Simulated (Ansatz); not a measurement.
# A computed series for MoS2: response to strain

The reference is MoS2 (space group P6_3/mmc, No. 194; a = 3.1493 Å, c = 12.0895 Å; layered, stacked along the Cartesian z axis).

Strains are applied to the cell and any free atomic positions relax.

Calculations: PBE-D3(BJ)/PAW in Ansatz (a program for electronic structure), without spin-orbit coupling.

Notes on the quantities. pressure: mean of the normal stresses, compression positive.

```csv
case,shortest interatomic distance,pressure,largest internal atomic displacement,band gap,smallest direct gap
base,2.400 Å,0.00 GPa,–,0.77 eV,1.70 eV
isotropic strain +0.60 %,2.404 Å,-1.30 GPa,0.015 Å,0.80 eV,1.64 eV
isotropic strain +1.20 %,2.409 Å,-2.48 GPa,0.029 Å,0.83 eV,1.58 eV
isotropic strain +2.40 %,2.419 Å,-4.63 GPa,0.059 Å,0.72 eV,1.48 eV
isotropic strain +3.00 %,2.424 Å,-5.57 GPa,0.073 Å,0.64 eV,1.42 eV
```

No phonon test of stability was made.
